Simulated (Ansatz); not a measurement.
Take Mg in the hcp (Mg type) structure (space group P6_3/mmc, No. 194; a = 3.1952 Å, c = 5.1966 Å; relaxed with 0.1 eV smearing) as the base. Axes: x lies along a and z along c of the hexagonal cell.

Computed with PBE (Ansatz, a quantum-chemistry and plane-wave program, PAW, no spin-orbit coupling).

The change: the cell is stretched by 2.50 % along z with no lateral relaxation, atoms relaxed at fixed cell.

Task: Predict the stress tensor and what it implies for the stiffness.

Result: Stress of the strained cell less that of the base (GPa, compression positive):
```
   -0.4     0.0     0.0
    0.0    -0.4     0.0
    0.0     0.0    -1.5
```

Then −Δσ_ii/ε with ε = 0.0250 gives secant stiffness values (nonlinear terms included at this strain): C33 ≈ 62 GPa, C13 ≈ 18 GPa and C23 ≈ 18 GPa.

No phonon test of stability was made.
